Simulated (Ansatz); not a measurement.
Take GaSb in the zinc blende structure (space group F-43m, No. 216; a = 6.132 Å) as the base. Axes: x, y, z lie along the cube axes.

Level of theory: Ansatz (an electronic-structure program), r2SCAN, PAW, cutoff 500 eV, scalar-relativistic without spin-orbit coupling.

Base values:

- Shortest interatomic distance: 2.655 Å

It is then changed as follows: the cell is compressed by 3.00 % along z with no lateral relaxation, atoms relaxed at fixed cell.

Question: What happens to the hole mass, shortest interatomic distance and stress?

Answer: The hole mass comes out as 0.029 mₑ along z, 0.24 mₑ across (at Γ); the shortest interatomic distance decreases by 0.026 Å, from 2.655 Å to 2.629 Å; the stress (xx, yy, zz, yz, xz, xy; compression positive) is (1.26, 1.26, 2.70, 0.00, 0.00, 0.00) GPa.

With Sb present, leaving out spin-orbit coupling can change the band edges. The levels and masses belong to the bands next to the band gap. The cells carry an imposed strain or load. Masses are band curvatures over ±0.01 Å⁻¹ around the edge. Stability against distortions was not tested.
